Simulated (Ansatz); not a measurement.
Results of PBE+SOC (plane waves, PAW; Ansatz, a first-principles code) for InAlN₂ (model structure, started from the LiGaO2 type, Pna2₁, No. 33, 16 atoms in the cell).

Settings: plane-wave cutoff 520 eV, 6×4×6 k mesh (along the axes of the cell as run), Fermi–Dirac smearing 0.01 eV, PAW data made under PBE.

Cell (relaxed with PBEsol):

Space group Pna2₁ (No. 33); a = 5.7136 Å, b = 6.6348 Å, c = 5.3618 Å, α = β = γ = 90.00°

```csv
atom,site,symmetry,x,y,z
In,4a,1,0.0907,0.6235,0.0030
Al,4a,1,0.0766,0.1256,0.0052
N,4a,1,0.0604,0.1039,0.3574
N,4a,1,0.1035,0.6464,0.4076
```

Q: Predict the band gap.

A: 
- band gap = 1.65 eV (on the SCF k mesh)

Note: the relaxation could raise the start's symmetry but not lower it, so the cell can be a saddle point; cell and atoms aren't relaxed at this level (pressure 4.5 GPa).

The computed numbers hold no vibrational or temperature effects.

Cost on a shared machine: about 12 core-minutes (a rough figure).

A model structure was made by putting elements into a prototype or built by hand; it is no filed structure, need not be a known phase, and can be a saddle point held by its symmetry.
